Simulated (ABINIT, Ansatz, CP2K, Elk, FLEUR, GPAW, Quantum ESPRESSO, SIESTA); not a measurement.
One structure in several programs: CaGaSiH (P3m1, 4 atoms in the cell)

Self-consistent single point.

```yaml
crystal:
  lattice:
    - [4.09110, 0.00000, 0.00000]
    - [-2.04555, 3.54300, 0.00000]
    - [0.00000, 0.00000, 4.76280]
  atoms:
    - { symbol: Ca, position: [0.00000, 0.00000, 0.00000] }
    - { symbol: Ga, position: [0.66667, 0.33333, 0.55680] }
    - { symbol: Si, position: [0.33333, 0.66667, 0.43370] }
    - { symbol: H, position: [0.66667, 0.33333, 0.92500] }
```

All programs got the same cell, k-point mesh and kind of occupations (in Ansatz's words: kpoints.mp_grid.grid = 6 6 5; scf.occupations.method = fermi_dirac; scf.occupations.width = 0.02 eV); potentials, basis and cutoffs are each program's usual ones.

| code | model | pressure (GPa) | largest force (eV/Å) | gap on the mesh (eV) | k-points | cutoff |
|---|---|---|---|---|---|---|
| FLEUR | PBEsol, all-electron FLAPW (FLEUR), scalar-relativistic valence | – | – | 0.388 | 27 | Kmax 4.7 1/bohr |
| Elk | PBEsol, all-electron FP-LAPW, Elk's shipped species files, default APW+lo basis | – | – | 0.397 | 50 | rgkmax 7 |
| Ansatz | PBEsol, PAW files made with PBE | -2.35 | 0.033 | 0.388 | 27 | default |
| GPAW | PBEsol, GPAW PAW datasets PBEsol (made by gpaw-setup) | -1.05 | 0.223 | 0.409 | 27 | 850 eV |
| ABINIT | PBEsol, PAW (JTH v2.0 PBE PAW, files made for PBE) | -2.30 | 0.033 | 0.394 | 27 | 60 Ry |
| SIESTA | GGA PBEsol, numerical atomic orbitals DZP, PseudoDojo PBEsol standard norm-conserving potentials (rewritten from UPF to PSML) | 3.18 | 0.101 | 0.526 | 96 | grid 400 Ry |
| CP2K | PBEsol, GPW, DZVP-MOLOPT-SR-GTH basis, GTH-PBE potentials (GTH_POTENTIALS) | -1.76 | – | 0.315 | 92 | grid 600 Ry |
| Quantum ESPRESSO | PBEsol, GBRV 1.5 ultrasoft (PBESOL) pseudopotentials | -2.41 | 0.030 | 0.392 | 27 | 50 Ry |

Size of the force on each atom (eV/Å): Sizes of forces hide their directions.

```tsv
code	Ca1	Ga2	Si3	H4
Ansatz	0.026	0.023	0.033	0.015
GPAW	0.014	0.158	0.051	0.223
ABINIT	0.025	0.028	0.033	0.021
SIESTA	0.001	0.037	0.101	0.067
Quantum ESPRESSO	0.024	0.027	0.030	0.020
```

A dash marks a value that a program does not give, or that is left out as unsure.

Gaps are read on the mesh. Another mesh or the band path gives a smaller gap, so these values are not converged in the mesh.

The spread over the programs that give each value: pressure within 5.59 GPa; largest force within 0.193 eV/Å; gap on the mesh within 0.211 eV.

The starting cell comes from a database of computed structures (which also holds hypothetical and non-ambient phases and stackings), without a prior relaxation at this level. On Ansatz's run: Another mesh or the band path of this cell gives a smaller gap, so this value is not converged in the mesh.

Task: Why do the programs differ, and what cannot be compared?

Result: Differences of this kind can come from the potentials, where these differ, and from what each basis and cutoff leave unconverged. The valence holds different numbers of electrons (FLEUR 28, Ansatz (an electronic-structure program) 28, GPAW 18, ABINIT 28, SIESTA 28, CP2K 28, Quantum ESPRESSO 34). The zero of total energies and Fermi levels follows the potentials and each program's conventions, so they are not compared here. SIESTA and CP2K use small atom-centred bases, whose incompleteness enters pressures, forces and empty levels differently from a plane-wave cutoff. FLEUR and Elk treat all electrons, but the usual bases taken here (sphere radii, linearisation, local orbitals, empty states) were not tested for convergence, so the values are no reference for the others. Ansatz's pressure is given at a fixed set of plane waves, as the other plane-wave codes print theirs. The programs reduce the same mesh by symmetry to different extents, which changes the work and not the result. In the pressure, GPAW (by 1.27) and SIESTA (by 5.51) lie more than 1 GPa from the median of the plane-wave programs. In the gap, SIESTA (by 0.134) lies more than 0.12 eV from the median of the plane-wave programs. In the force vectors, GPAW (by 0.202) and SIESTA (by 0.087) lie more than 0.08 eV/Å from the median of the plane-wave programs.

Keys are those of Ansatz 0.2.
